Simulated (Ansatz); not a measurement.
Pt (Fm-3m), PBEsol, DFPT electron-phonon coupling, linearised Boltzmann equation (Ansatz, a first-principles code): Condition of this run: hydrostatic pressure -4 GPa (the target of the relaxation). phonon-limited resistivity 8.15 μΩ·cm at 300 K, 10.8 μΩ·cm at 400 K, current-weighted mean free path 5.8 nm, Drude plasma energy 8.87 eV.

Q: Estimate the resistivity of a 40 nm square wire with diffuse walls from ρ ≈ ρ₀(1 + 3ℓ/4d).

A: 1 + 0.75 × 5.8/40 = 1.11, so ρ ≈ 9.04 μΩ·cm and a line 1 μm long has 56.5 Ω. The formula is the free-electron limit for d well above ℓ; grain boundaries add to it.

Q: What is the classical skin depth at 1 GHz (nonmagnetic, μ₀ = 1.257×10⁻⁶ H/m)?

A: δ = √(ρ/(π f μ₀)) = 4540 nm.

Q: What temperature coefficient of resistance follows, and how does it compare with 1/T?

A: (ρ₄₀₀ − ρ₃₀₀)/(100 K × ρ₃₀₀) = 3.25×10⁻³ K⁻¹, against 1/T = 3.33×10⁻³ K⁻¹ for a resistivity proportional to T. Impurities would add a constant and lower it.

A metal at this level (no band gap). Only scattering by harmonic phonons is included (no impurities, grain boundaries, electron-electron scattering or thermal expansion). Spin-orbit coupling is left out, which matters with elements this heavy. Halving the electron mesh (36x36x36) moves the resistivity by up to 3 % at 300 K, the mean free path by up to 6 %. Smearing 0.20 eV; phonons on a 6x6x6 q mesh, which this run doesn't test.
